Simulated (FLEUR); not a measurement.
# Equation of state of wurtzite BN (space group 186): energy against volume (FLEUR, PBE)

```
BN
1.0
    2.50466     0.00000     0.00000
   -1.25233     2.16910     0.00000
    0.00000     0.00000     4.14496
B N
2 2
Direct
  0.33333   0.66667   0.00000
  0.66667   0.33333   0.50000
  0.33333   0.66667   0.37500
  0.66667   0.33333   0.87500
```

Method of the run: PBE, all-electron FLAPW (FLEUR), scalar-relativistic valence (FLEUR). Settings: Kmax = 5.02 1/bohr; GmaxXC = 20.1 1/bohr; xcFunctional = pbe; jspins = 1; l_soc = F; mode = hist; fermiSmearingEnergy = 0.00036749 Htr; mesh (inpgen div1-3) = 15 15 8; inpgen gamma flag = true; Gmax = 20.1 1/bohr; numbands = 0; maxIterBroyd = 15; imix = Anderson; alpha = 0.05; precondParam = 0; minDistance = 1e-05 me/bohr^3. The cell above is the first row's. The rows scale it uniformly. In all rows fractional positions and the k mesh are held. E is the free energy at the stated smearing, counted from the lowest row.

| V (Å^3/atom) | E (meV/atom) |
|---|---|
| 5.6297 | ? |
| 5.7521 | 10.64 |
| 5.8745 | 2.11 |
| 5.9969 | 0.00 |
| 6.1193 | 3.54 |
| 6.2417 | 12.49 |
| 6.3641 | 26.13 |
| 6.4864 | 44.01 |
| 6.6088 | 65.92 |

Problem. Fit E against V with the third-order Birch-Murnaghan form, a cubic in V^(-2/3), and predict the withheld value at V = 5.6297.

Solution. With u = V^(-2/3) - 0.297, the rows have u = 0.014494, 0.010152, 0.005958, 0.001904, -0.002016, -0.005811, -0.009483, -0.013044. Least squares gives E = 7.245 - 2243.84·u + 171925·u² - 65534·u³. Residuals (row less fit): -0.001, -0.006, 0.035, -0.056, 0.022, 0.028, -0.030, 0.009; standard error 0.040 (degrees of freedom: 4). Its minimum lies at u = 0.006550, so V0 = (0.303550)^(-3/2) = 5.979. There d²E/du² = 341300 and d³E/du³ = -393200, so B0 = (4/9) × 5.979^(-7/3) × 341300 × 0.160218 = 374 GPa (the last factor turns the table's units into GPa), and B0' = 4 + (2/3) × 0.303550 × (-393200)/341300 = 3.8. At the withheld row, u = 0.018992, so E = 7.245 - 2243.84 × 0.018992 + 171925 × 0.018992² - 65534 × 0.018992³ = 26.194 meV/atom. The calculation gives 26.16 meV/atom, 0.034 meV/atom below the prediction (0.1 % of the range of E in the table). The row lies outside the fitted rows, so this is an extrapolation. From the scatter of the fitted rows alone, a prediction at this place has a standard error of 0.120 meV/atom, so the miss is 0.3 times that.

Carrying the step between the two nearest rows on in a straight line would have given 19.17, off by 6.99; series whose last step already gives the withheld value aren't shown. The scan was laid around a cell of about the measured size, scaled by a guess for this functional; axis ratios and inner coordinates come from that cell. This is a metastable polymorph. The runs keep the symmetry of the cell, so they don't test it for distortions. Values depend on the basis (sphere radii, cutoffs, local orbitals), which need not be converged. The shape of the cell and the inner coordinates aren't relaxed, so V0 and B0 belong to this uniform scaling; a relaxed crystal lies no higher in energy and is usually softer. Cutoffs and mesh are single choices, not tested for convergence of this quantity. Series with a scatter that would blur these digits, or in which a gap closes, are not shown. Nor are scans whose minimum lies at an end fitted in this form.
